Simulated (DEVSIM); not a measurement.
Device: Schottky contact on n-type Si, at 300 K.

```tsv
layer (left to right)	material	thickness (μm)	Nd (cm⁻³)	τn (s)	τp (s)
1	Si	18.0	2e15	0.00011	0.00011
2	Si	39.0	8.5e17	0.00011	0.00011
```

Left contact: Schottky, work function 4.8 eV, emission velocity 1e7 cm/s. Right contact: ohmic. Voltage is applied to the left contact. Recombination: SRH at mid-gap, radiative, Auger. Mobility is constant in doping.

The device is made up for the run: typed textbook-type constants, with dimensions and the other settings drawn at random. Values at 300 K.

| parameter | Si |
|---|---|
| gap (eV) | 1.124 |
| affinity (eV) | 4.05 |
| permittivity | 11.7 |
| Nc (cm⁻³) | 2.86e19 |
| Nv (cm⁻³) | 3.1e19 |
| μn (cm²/Vs) | 1417 |
| μp (cm²/Vs) | 470 |
| B (cm³/s) | 4.7e-15 |
| Cn (cm⁶/s) | 2.8e-31 |
| Cp (cm⁶/s) | 9.9e-32 |

Simulated with DEVSIM: 1D drift-diffusion, Boltzmann statistics, complete ionisation; no tunnelling, impact ionisation, image-force lowering or self-heating. Metal contacts follow the ideal Schottky-Mott rule: no Fermi-level pinning, no interface dipoles.

Q: Give the dark forward current.

A: 
(V (V), J (A/cm²)): (0.05, 4.7e-5); (0.20, 0.017); (0.35, 3.0); (0.50, 26); (0.65, 63); (0.80, 120); (0.95, 180); (1.10, 230); (1.25, 290); (1.40, 350); (1.55, 410); (1.70, 460); (1.85, 510); (2.00, 570)
